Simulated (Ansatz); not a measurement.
Take BeSe in the zinc blende structure (space group F-43m, No. 216; a = 5.129 Å) as the base. Axes: x, y, z lie along the cube axes.

Computed with Kohn–Sham DFT with the PBEsol functional, run in Ansatz (a first-principles code) with PAW and 420 eV plane waves, no spin-orbit coupling.

Strains are applied to the cell and any free atomic positions relax.

One change was made to it. Results:

| quantity | base | after |
|---|---|---|
| valence-band top at Γ (three highest levels, from the VBM) | 0.00, 0.00, 0.00 eV | 0.00, -0.05, -0.05 eV |
| band gap | 2.47 eV | 2.36 eV |
| pressure (mean of the normal stresses, compression positive) | 0.00 GPa | 0.81 GPa |

Q: Which of these changes matches the shifts?
A) uniaxial strain ε_zz = −1.50 %
B) uniaxial strain ε_zz = +1.50 %
C) uniaxial strain ε_zz = +0.50 %
D) uniaxial strain ε_zz = −3.00 %
E) uniaxial strain ε_zz = −1.00 %

A: E, uniaxial strain ε_zz = −1.00 %. For comparison, the band gap in the other runs: uniaxial strain ε_zz = −3.00 % gives 2.15 eV; uniaxial strain ε_zz = −1.50 % gives 2.31 eV; uniaxial strain ε_zz = +0.50 % gives 2.46 eV; uniaxial strain ε_zz = +1.50 % gives 2.44 eV.

Semilocal Kohn–Sham gaps tend to fall short of experiment. Whether these cells are dynamically stable was not tested.
